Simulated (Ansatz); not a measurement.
## TiO2, response to strain

The parent structure is TiO$_{2}$ in the rutile structure (space group P4_2/mnm, No. 136).

```
TiO2
1.0
    4.64353     0.00000     0.00000
    0.00000     4.64353     0.00000
    0.00000     0.00000     2.96370
Ti O
2 4
Direct
  0.00000   0.00000   0.00000
  0.50000   0.50000   0.50000
  0.30512   0.30512   0.00000
  0.80512   0.19488   0.50000
  0.19488   0.80512   0.50000
  0.69488   0.69488   0.00000
```

Cartesian axes are those of the cell as printed.

Strains are applied to the cell and any free atomic positions relax; under biaxial strain the out-of-plane vector relaxes too.

Calculations: PBE (Ansatz, a first-principles code, PAW, scalar-relativistic without spin-orbit coupling), earlier PAW set.

Notes on the quantities. pressure: mean of the normal stresses, compression positive.

| change | band gap | shortest interatomic distance | pressure | width of the top valence band |
|---|---|---|---|---|
| base | 1.86 eV | 195.8 pm | 0.0 kbar | 1.56 eV |
| biaxial strain −2.05 %, plane normal [001], relaxed out of plane | 1.85 eV | 195.7 pm | 49.5 kbar | 1.62 eV |
| biaxial strain +0.63 %, plane normal [001], relaxed out of plane | 1.88 eV | 195.7 pm | [?] | 1.52 eV |
| isotropic strain −2.43 % | 1.94 eV | 192.1 pm | [?] | [?] |

Question: Some entries are withheld; estimate them.

Answer: 
- biaxial strain +0.63 %, plane normal [001], relaxed out of plane, pressure: -13.6 kbar
- isotropic strain −2.43 %, pressure: 187.2 kbar
- isotropic strain −2.43 %, width of the top valence band: 1.70 eV

Stability against distortions was not tested. All final runs are without spin polarisation.
